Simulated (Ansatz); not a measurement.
ScOF (P2₁/c, No. 14, 12 atoms in the cell; start mp-4661) was calculated with r²SCAN+rVV10 (PAW; Ansatz, an electronic-structure program).

Numerical settings: plane-wave cutoff 560 eV, 8×8×8 k mesh, Fermi–Dirac smearing 0.01 eV, scalar-relativistic PAW data made under PBE.

Cell (relaxed at this level):

```
CELL_PARAMETERS angstrom
      5.14645     0.00000     0.00701
      0.00000     5.13586     0.00000
     -0.88542     0.00000     5.14621
ATOMIC_POSITIONS crystal
  Sc 0.69206 0.47202 0.28732
  Sc 0.30794 0.52798 0.71268
  Sc 0.30794 0.97202 0.21268
  Sc 0.69206 0.02798 0.78732
  O  0.54524 0.74604 0.01227
  O  0.45476 0.25396 0.98773
  O  0.45476 0.24604 0.48773
  O  0.54524 0.75396 0.51227
  F  0.94143 0.32895 0.66116
  F  0.05857 0.67105 0.33884
  F  0.05857 0.82895 0.83884
  F  0.94143 0.17105 0.16116
```

Problem. Predict the band gap and direct gap at Γ.

Solution. 
- band gap = 5.04 eV (on the SCF k mesh)
- direct gap at Γ = 5.31 eV

Note: the relaxation could not lower the start's symmetry, so the cell can be a saddle point above a distorted one.

The computed numbers hold no vibrational or temperature effects.

A start named mp-… is a Materials Project structure, which need not be a measured phase.
